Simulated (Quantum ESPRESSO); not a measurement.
## Short convergence ladders for Ag (Fm-3m, 1 atom in the cell)

```
Ag
1.0
    0.00000     2.05523     2.05523
    2.05523     0.00000     2.05523
    2.05523     2.05523     0.00000
Ag
1
Direct
  0.00000   0.00000   0.00000
```

Base method: PBE, SSSP 1.1.2 efficiency (PBE) pseudopotentials (plane waves; Quantum ESPRESSO 7.5).

Base settings: ecutwfc = 60 Ry; occupations = smearing; smearing = fd; degauss = 0.0073499 Ry; potentials = {Ag: Ag_ONCV_PBE-1.0.oncvpsp.upf}; K_POINTS = automatic 14 14 14 0 0 0; conv_thr = 1e-10 Ry.

The count of work is k-points × plane waves × bands × iterations; it is no time. Core times come from one kind of shared machine, to one figure; runs under 30 s give none.

**Shifted k-point meshes**

Only quantities that move along the ladder and can be compared are tabulated.

| K_POINTS | free energy less the last step's (meV/atom) | pressure (GPa) | count of work / last | core time / last (rough) |
|---|---|---|---|---|
| automatic 2 2 2 1 1 1 | 621.82 | 7.10 | 0.0019 | – |
| automatic 4 4 4 1 1 1 | 38.04 | 3.96 | 0.0097 | – |
| automatic 6 6 6 1 1 1 | 5.72 | 2.74 | 0.027 | – |
| automatic 8 8 8 1 1 1 | -0.30 | 2.49 | 0.059 | – |
| automatic 10 10 10 1 1 1 | -2.41 | 2.47 | 0.11 | 0.3 |
| automatic 12 12 12 1 1 1 | -0.72 | 2.48 | 0.18 | – |
| automatic 14 14 14 1 1 1 | -0.17 | 2.50 | 0.28 | 0.3 |
| automatic 22 22 22 1 1 1 | 0.00 | 2.51 | 1.0 | 1 |

Coarsest K_POINTS that holds the free energy within 1 meV/atom of the last step, with all finer ones: automatic 12 12 12 1 1 1, at 0.18 of the last step's count of work; the step before is off by 2.4 meV/atom.

Coarsest K_POINTS that holds the pressure within 1 GPa of the last step, with all finer ones: automatic 6 6 6 1 1 1, at 0.027 of the last step's count of work; the step before is off by 1.4 GPa.

**The k-point mesh at a smearing width of 0.3 eV**

In this ladder: degauss = 0.02205 Ry.

Only quantities that move along the ladder and can be compared are tabulated.

| K_POINTS | free energy less the last step's (meV/atom) | pressure (GPa) | count of work / last |
|---|---|---|---|
| automatic 5 5 5 0 0 0 | -99.36 | 1.60 | 0.0092 |
| automatic 6 6 6 0 0 0 | 43.73 | 3.45 | 0.017 |
| automatic 7 7 7 0 0 0 | -28.30 | 2.29 | 0.021 |
| automatic 9 9 9 0 0 0 | -6.97 | 2.53 | 0.036 |
| automatic 10 10 10 0 0 0 | 4.10 | 2.84 | 0.049 |
| automatic 12 12 12 0 0 0 | 0.75 | 2.75 | 0.074 |
| automatic 15 15 15 0 0 0 | 0.24 | 2.70 | 0.12 |
| automatic 22 22 22 0 0 0 | -0.05 | 2.70 | 0.34 |
| automatic 33 33 33 0 0 0 | 0.00 | 2.70 | 1.0 |

Coarsest K_POINTS that holds the free energy within 2 meV/atom of the last step, with all finer ones: automatic 12 12 12 0 0 0, at 0.074 of the last step's count of work; the step before is off by 4.1 meV/atom.

Coarsest K_POINTS that holds the pressure within 0.05 GPa of the last step, with all finer ones: automatic 12 12 12 0 0 0, at 0.074 of the last step's count of work; the step before is off by 0.13 GPa.

**The width of Methfessel-Paxton smearing**

In this ladder: smearing = mp; K_POINTS = automatic 23 23 23 0 0 0.

Narrow widths need finer meshes than wide ones, so the last steps can hold mesh noise.

Only quantities that move along the ladder and can be compared are tabulated; pressure and forces are left out, as mesh noise rules them at narrow widths.

```tsv
degauss	free energy less the last step's (meV/atom)	core time / last (rough)
0.073499 Ry	-3.27	1
0.036749 Ry	-2.05	1
0.02205 Ry	-0.84	0.9
0.0147 Ry	-0.25	0.9
0.0073499 Ry	0.01	1.0
0.0036749 Ry	0.00	1
```

Widest degauss that holds the free energy within 0.5 meV/atom of the last step, with all finer ones: 0.0147 Ry; the step before is off by 0.84 meV/atom.

On the base run: the starting cell has typed, rounded lattice constants, without a prior relaxation at this level. Its lattice was rescaled by up to half a per cent.

Left out of this page: 2 runs of the series outside the window shown, repeating another row's setting, or not comparable.
